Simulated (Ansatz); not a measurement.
A working Ansatz (a first-principles code) input for GdAl3Pd2 (P6/mmm, 6 atoms in the cell) (DFT, LDA (PW92), plane waves, default PAW files made with PBE):

Ansatz 0.2 input:
```yaml
# GdAl3Pd2
crystal:
  lattice:
    - [5.39787000, 0.00000000, 0.00000000]
    - [-2.69893500, 4.67469300, 0.00000000]
    - [0.00000000, 0.00000000, 4.19298000]
  atoms:
    - { symbol: Gd, position: [0.00000000, 0.00000000, 0.00000000], spin: 7.0 }
    - { symbol: Al, position: [0.50000000, 0.00000000, 0.50000000] }
    - { symbol: Al, position: [0.50000000, 0.50000000, 0.50000000] }
    - { symbol: Al, position: [0.00000000, 0.50000000, 0.50000000] }
    - { symbol: Pd, position: [0.66666700, 0.33333300, 0.00000000] }
    - { symbol: Pd, position: [0.33333300, 0.66666700, 0.00000000] }
basis:
  ecutwfc: 420.0
kpoints:
  mp_grid: { grid: [9, 9, 10] }
hamiltonian:
  xc: lda
  pseudopotentials: { kind: paw }
magnetization:
  spin_polarized: true
scf:
  occupations: { method: gaussian, width: 0.2 }
output:
  forces: true
  eigenvalues: true
  stress: true
```

The run converged in 12 iterations: free energy E − TS (on the zero of these files) -24359.8403 eV; Fermi level (on the code's own zero) 12.83 eV; pressure -5.04 GPa; size of the cell's spin moment 7.04 μB. Each of these slips is then made, one at a time:

(1)
```diff
+  max_iter: 4
```

(2)
```diff
-  occupations: { method: gaussian, width: 0.2 }
+  occupations: { method: fixed }
```

Problem. What happens in each case?

Solution. 
(1) An iteration limit that is too low. The run ended unconverged after 4 iterations.
```
did not converge after 4 iterations: dr2 = 1.25e-1 (threshold 1.00e-7), under the density mixer `msr1`, which `scf.mixing.algorithm: auto` chose by the deck's other keys (type `scf.mixing.algorithm: msr1` to keep it); raise `scf.max_iter`, which need not help a stalled SCF, or adjust the mixing (`scf.mixing`) or, under a smearing, its width (`scf.o [...]
```

(2) Fixed occupations in a spin-polarised run with a free moment. The program stopped before any SCF iteration.
```
Error: inconsistent input (scf.occupations.method, magnetization): a σ = 0 step fill (method: fixed, or a smearing width below the step floor) cannot realise an odd electron count (63) without a locked total moment — the per-k integer fill puts the same N_el/2 bands in each spin channel; set magnetization.spin_polarized: true with magnetization.spi [...]
```

The starting cell comes from a database of computed structures (which also holds hypothetical and non-ambient phases and stackings), without a prior relaxation at this level. With one magnetic atom in the cell only a parallel order is possible. With U or open f shells several self-consistent states can exist. The f electrons are in the valence without U or exact exchange, which can misplace them near the Fermi level. Spin-orbit terms, which matter for f shells, are left out. In the base run, with a pressure of about -5 GPa the cell is away from its equilibrium volume at this level. Ansatz's pressure includes its estimate of the finite-basis (Pulay) stress.

Left out of this page: 3 runs of the series with a known weakness of the program; 1 run of the series stopped by limits of time or memory.
